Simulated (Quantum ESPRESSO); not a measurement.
Quantum ESPRESSO run on Lu2C (R-3m, 3 atoms in the cell): self-consistent single point.

Level of theory: LDA (PZ), PSlibrary ultrasoft (LDA) pseudopotentials (plane waves; Quantum ESPRESSO 7.5).

```
CELL_PARAMETERS angstrom
      1.74726    -1.00878     5.83768
      0.00000     2.01756     5.83768
     -1.74726    -1.00878     5.83768
ATOMIC_POSITIONS crystal
  Lu 0.24083 0.24083 0.24083
  Lu 0.75917 0.75917 0.75917
  C  0.50000 0.50000 0.50000
```

Reference input (self-consistent single point, DFT, PBEsol, plane waves, PSlibrary ultrasoft (PBE) pseudopotentials): ecutwfc = 50 Ry; ecutrho = 400 Ry; occupations = smearing; smearing = gaussian; degauss = 0.0073499 Ry; input_dft = pbesol; potentials = {Lu: Lu.pbe-spdn-rrkjus_psl.1.0.0.UPF, C: C.pbe-n-rrkjus_psl.1.0.0.UPF}; K_POINTS = automatic 9 9 9 0 0 0; conv_thr = 1e-11 Ry; mixing_beta = 0.4. This run's input differs from it in these lines:

```diff
@@ -16,3 +16,3 @@
   ecutwfc = 50
-  ecutrho = 400
+  ecutrho = 450
   occupations = 'smearing'
@@ -20,3 +20,2 @@
   degauss = 0.0073499
-  input_dft = 'pbesol'
 /
@@ -27,4 +26,4 @@
 ATOMIC_SPECIES
-Lu   174.9668  Lu.pbe-spdn-rrkjus_psl.1.0.0.UPF
-C     12.0110  C.pbe-n-rrkjus_psl.1.0.0.UPF
+Lu   174.9668  Lu.pz-spdn-rrkjus_psl.1.0.0.UPF
+C     12.0110  C.pz-n-rrkjus_psl.1.0.0.UPF
 ATOMIC_POSITIONS angstrom
```

Log, with long lists cut:

```
     Self-consistent Calculation

     iteration #  1     ecut=    50.00 Ry     beta= 0.40

---- Real-time Memory Report at c_bands before calling an iterative solver
           279 MiB given to the printing process from OS
           120 MiB allocation reported by mallinfo(arena+hblkhd)
------------------

     total energy              =    -261.74424599 Ry
     estimated scf accuracy    <       1.53263989 Ry

     iteration #  2     ecut=    50.00 Ry     beta= 0.40

---- Real-time Memory Report at c_bands before calling an iterative solver
           341 MiB given to the printing process from OS
   [... lines left out ...]

---- Real-time Memory Report at c_bands before calling an iterative solver
           354 MiB given to the printing process from OS
           151 MiB allocation reported by mallinfo(arena+hblkhd)
------------------

     total energy              =    -262.28318826 Ry
     estimated scf accuracy    <          3.2E-10 Ry

     iteration # 14     ecut=    50.00 Ry     beta= 0.40

---- Real-time Memory Report at c_bands before calling an iterative solver
           355 MiB given to the printing process from OS
           151 MiB allocation reported by mallinfo(arena+hblkhd)
------------------
     End of self-consistent calculation

     the Fermi energy is    10.0247 ev

!    total energy              =    -262.28318826 Ry
     estimated scf accuracy    <          5.3E-12 Ry
     smearing contrib. (-TS)   =      -0.00104287 Ry
     internal energy E=F+TS    =    -262.28214539 Ry

     convergence has been achieved in  14 iterations

     Forces acting on atoms (cartesian axes, Ry/au):

     atom    1 type  1   force =     0.00000000    0.00000000   -0.01731908
     atom    2 type  1   force =     0.00000000    0.00000000    0.01731908
     atom    3 type  2   force =    -0.00000000   -0.00000000   -0.00000000

     Total force =     0.024493     Total SCF correction =     0.000006

          total   stress  (Ry/bohr**3)                   (kbar)     P=      -63.37
  -0.00046384   0.00000000   0.00000000          -68.23        0.00        0.00
  -0.00000000  -0.00046384  -0.00000000           -0.00      -68.23       -0.00
   0.00000000  -0.00000000  -0.00036468            0.00       -0.00      -53.65

   JOB DONE.
```

The run converged in 14 iterations. Against the reference run the pressure goes from -3.09 to -6.34 GPa and the largest force goes from 0.216 to 0.445 eV/Å.

The starting cell comes from a database of computed structures (which also holds hypothetical and non-ambient phases and stackings), without a prior relaxation at this level. With a pressure of about -6 GPa the cell is away from its equilibrium volume at this level.

Cost on one core of a shared machine: roughly 2 min.
